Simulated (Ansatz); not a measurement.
We consider CsCl-type ScIr, described by r²SCAN (Ansatz, a first-principles code, plane waves, PAW).

Settings: plane-wave cutoff 500 eV, 18×18×18 k mesh, Fermi–Dirac smearing 0.1 eV, no spin polarisation, scalar-relativistic PAW data made under PBE.

Computed at the level's own relaxed cell.

Task: Give the computed volume per atom and lattice constant a.

Result: 
volume per atom: 16.57 Å³/atom
lattice constant a: 3.212 Å

The run finds no gap.

Spin–orbit coupling is not included.

Computed values are for the static lattice.
